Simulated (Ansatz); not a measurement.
GeSiO₃ (model structure, started from the PbTiO3 type, P4mm, No. 99, 5 atoms in the cell), treated with LDA in Ansatz (plane waves, PAW).

Numerical settings: plane-wave cutoff 520 eV, 10×10×8 k mesh (along the axes of the cell as run), Fermi–Dirac smearing 0.01 eV, scalar-relativistic PAW data made under PBE.

Cell (relaxed at this level):

Space group P4mm (No. 99); a = 3.390 Å, b = 3.390 Å, c = 4.283 Å, α = 90.00°, β = 90.00°, γ = 90.00°

```json
[
 {"atom": "Si", "site": "1b", "symmetry": "4mm", "x": "0.5000", "y": "0.5000", "z": "0.6009"},
 {"atom": "Ge", "site": "1a", "symmetry": "4mm", "x": "0.0000", "y": "0.0000", "z": "0.1463"},
 {"atom": "O", "site": "2c", "symmetry": "2mm.", "x": "0.0000", "y": "0.5000", "z": "0.4827"},
 {"atom": "O", "site": "1b", "symmetry": "4mm", "x": "0.5000", "y": "0.5000", "z": "0.9775"}
]
```

**Question.** Give the computed band gap, Γ–Γ gap and bulk modulus B0.

**Answer.** 
- band gap = 1.63 eV (on the SCF k mesh)
- Γ–Γ gap = 4.91 eV
- bulk modulus B0 = 112 GPa

Note: the bulk modulus is −V dP/dV from two relaxed cells at ±2 % in volume; the relaxation could raise the start's symmetry but not lower it, so the cell can be a saddle point.

Spin–orbit coupling is not included.

The result took roughly 4 core-minutes.

A model structure was made by putting elements into a prototype or built by hand; it is no filed structure, need not be a known phase, and can be a saddle point held by its symmetry.

Ansatz is a first-principles code.
